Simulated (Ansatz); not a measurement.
L1₂ (Cu3Au-type) Pt3Ti was calculated with PBE (Ansatz, an electronic-structure program, plane waves, PAW).

Numerical settings: plane-wave cutoff 520 eV, 16×16×16 k mesh, Fermi–Dirac smearing 0.032 eV (set by the program), no spin polarisation, scalar-relativistic PAW data made under PBE.

Cell (measured lattice):

```cif
data_Pt3Ti
_chemical_formula_sum 'Ti1 Pt3'
_space_group_name_H-M_alt 'Pm-3m'
_space_group_IT_number 221
_space_group_name_Hall '-P 4 2 3'
_cell_length_a 3.91600
_cell_length_b 3.91600
_cell_length_c 3.91600
_cell_angle_alpha 90.000
_cell_angle_beta 90.000
_cell_angle_gamma 90.000
loop_
_atom_site_label
_atom_site_type_symbol
_atom_site_symmetry_multiplicity
_atom_site_Wyckoff_symbol
_atom_site_fract_x
_atom_site_fract_y
_atom_site_fract_z
_atom_site_occupancy
Ti1 Ti 1 a 0.00000 0.00000 0.00000 1
Pt1 Pt 3 c 0.00000 0.50000 0.50000 1
```

### Question
What does this level give for the elastic constant C44, Poisson ratio, elastic constant C11, Voigt–Reuss–Hill shear modulus (Hill average), Young modulus and elastic constant C12?

### Answer

- elastic constant C44 = 153 GPa
- Poisson ratio = 0.300
- elastic constant C11 = 384 GPa
- Voigt–Reuss–Hill shear modulus (Hill average) = 123 GPa
- Young modulus = 319 GPa
- elastic constant C12 = 207 GPa

Note: the cell isn't this level's own, so it is under some stress, which shifts stiffness and frequencies.

Elastic constants are with the ions relaxed.

Spin–orbit coupling is not included.

Computed values are for the static lattice.

Computing time: about 14 core-minutes (a rough figure).
